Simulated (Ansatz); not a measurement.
The parent structure is a 14-atom supercell of CsI in the CsCl type structure (space group Pm-3m, No. 221; a = 4.667 Å) at its relaxed geometry.

Level of theory: Kohn–Sham DFT with the PBE functional, run in Ansatz (an electronic-structure program) with PAW and 420 eV plane waves, no spin-orbit coupling.

Modification: one Li atom is added in an open site, starting 2.49 Å from the nearest host atom, atoms relaxed at fixed cell, starting from a slightly rattled geometry.

Question: What happens to the largest displacement of a host atom from its site in the perfect cell?

Answer: The largest displacement of a host atom from its site in the perfect cell comes out as 0.80 Å.

Question: What does the calculation give for the final site of the added atom after the change?

Answer: The final site of the added atom comes out as 2 I at 2.62–2.65 Å (bent).

Other magnetic orders, which the real material may have, were not ruled out. In so small a cell the defect repeats every few ångströms: this is an ordered compound, not a dilute defect. The defect cell is spin-polarised and ends with 1.0 μB.
